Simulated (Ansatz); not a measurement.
Start from Si in the diamond structure (space group Fd-3m, No. 227; a = 5.4021 Å).

Structures relaxed with Kohn–Sham DFT with the LDA functional, run in Ansatz (an electronic-structure program) with PAW and 420 eV plane waves, spin-orbit coupling left out.

Base:

Simulated powder pattern, Cu Kα1, λ = 1.54056 Å (kinematic, ideal powder, no thermal factors, no anomalous dispersion; the 14 strongest lines at most, above 2 %, up to 2θ = 90°):

```json
[
 {"2θ (°)": "28.60", "I/Imax (%)": "100", "hkl": "(111)"},
 {"2θ (°)": "47.57", "I/Imax (%)": "67", "hkl": "(220)"},
 {"2θ (°)": "56.45", "I/Imax (%)": "40", "hkl": "(311)"},
 {"2θ (°)": "69.55", "I/Imax (%)": "11", "hkl": "(400)"},
 {"2θ (°)": "76.86", "I/Imax (%)": "16", "hkl": "(331)"},
 {"2θ (°)": "88.62", "I/Imax (%)": "23", "hkl": "(422)"}
]
```

Perturbation: hydrostatic tension (pressure −2 GPa).

After the change:

Simulated powder pattern, Cu Kα1, λ = 1.54056 Å (kinematic, ideal powder, no thermal factors, no anomalous dispersion; the 14 strongest lines at most, above 2 %, up to 2θ = 90°):

```json
[
 {"2θ (°)": "28.39", "I/Imax (%)": "100", "hkl": "(111)"},
 {"2θ (°)": "47.21", "I/Imax (%)": "67", "hkl": "(220)"},
 {"2θ (°)": "56.01", "I/Imax (%)": "40", "hkl": "(311)"},
 {"2θ (°)": "68.98", "I/Imax (%)": "11", "hkl": "(400)"},
 {"2θ (°)": "76.21", "I/Imax (%)": "16", "hkl": "(331)"},
 {"2θ (°)": "87.82", "I/Imax (%)": "23", "hkl": "(422)"}
]
```

The indices refer to the base's conventional cell; one index is shown for lines that coincide.

Load acts through the strain it causes; cell and atoms are relaxed under it. Stability against distortions was not tested.
